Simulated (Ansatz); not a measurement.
The starting structures come from a database of crystals and need not be the phases stable at ambient conditions.

By PBEsol, the system below comes out a metal.

Crystal: Ni2Ge (P6_3/mmc, not sure to be the ambient phase, 6 atoms a cell, 11.5 Å³ an atom); planes in its conventional cell.

Calculation: PBEsol (plane waves, PAW; Ansatz, a quantum-chemistry and plane-wave program).

Ballistic conductance counts the channels of both spins, as a mean over 0.1 eV about the Fermi level; spin-orbit coupling is left out.

```tsv
plane	area (Å²)	G/A (10¹⁵ S/m²)
(001)	13.7	0.77
(100)	20.0	[?]
(110)	34.6	[?]
```

Q: Complete the blanks.

A: 
- (100), G/A (10¹⁵ S/m²): 0.98
- (110), G/A (10¹⁵ S/m²): 0.96
